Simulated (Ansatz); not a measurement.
## A computed series for WC: pressure series

The parent structure is WC (space group P-6m2, No. 187; a = 2.912 Å, c = 2.836 Å).

Cell and atoms are relaxed at each pressure.

Calculations: Ansatz (a program for electronic structure) r2SCAN, no SOC.

Notes on the quantities. enthalpy: H = E + PV relative to the base's energy.

| change | shortest interatomic distance | enthalpy |
|---|---|---|
| base | 2.200 Å | – |
| pressure −2 GPa | 2.203 Å | -0.13 eV/atom |
| pressure −1 GPa | 2.201 Å | -0.07 eV/atom |
| pressure 1.8 GPa | 2.196 Å | +0.12 eV/atom |
| pressure 4.2 GPa | 2.192 Å | +0.27 eV/atom |
| pressure 9 GPa | 2.184 Å | +0.58 eV/atom |
| pressure 18 GPa | 2.170 Å | +1.15 eV/atom |
| pressure 30 GPa | 2.153 Å | +1.89 eV/atom |
| pressure 45 GPa | 2.134 Å | +2.79 eV/atom |
| pressure 60 GPa | (withheld) | +3.66 eV/atom |

Some entries are withheld; estimate them.


- pressure 60 GPa, shortest interatomic distance: 2.117 Å

Load acts through the strain it causes; cell and atoms are relaxed under it. Stability against distortions was not tested. No other phases were tried under pressure. The final runs are not spin-polarised.
